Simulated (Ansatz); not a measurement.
Base system: SrVO3 in the cubic perovskite structure (space group Pm-3m, No. 221).

```
SrVO3
1.0
    3.80937     0.00000     0.00000
    0.00000     3.80937     0.00000
    0.00000     0.00000     3.80937
Sr V O
1 1 3
Direct
  0.00000   0.00000   0.00000
  0.50000   0.50000   0.50000
  0.00000   0.50000   0.50000
  0.50000   0.50000   0.00000
  0.50000   0.00000   0.50000
```

Cartesian axes are those of the cell as printed.

Computed with PBEsol (Ansatz, a first-principles code; PAW; 420 eV plane waves; no spin-orbit coupling).

One thing is altered: every lattice vector is stretched by 1.04 %; the atoms relax in the strained cell.

Q: Predict the stress tensor and what it implies for the stiffness.

A: Stress of the strained cell less that of the base (GPa, compression positive):
```
   -5.8     0.0     0.0
    0.0    -5.8     0.0
    0.0     0.0    -5.8
```

Then B = −ΔP/(ΔV/V₀) with ΔV/V₀ = 0.0315 gives secant stiffness values (nonlinear terms included at this strain): B ≈ 184 GPa.

As a check, the harmonic strain energy −½ V₀ Δσ:ε is 6.2 meV/atom; the computed energy rise is 6.5 meV/atom.

Stability against distortions was not tested. Seeded moments were not kept for the base. No Hubbard U is applied, and correlation can decide whether such a compound is a metal. The final runs are not spin-polarised. An odd electron count without spin: SrVO3.
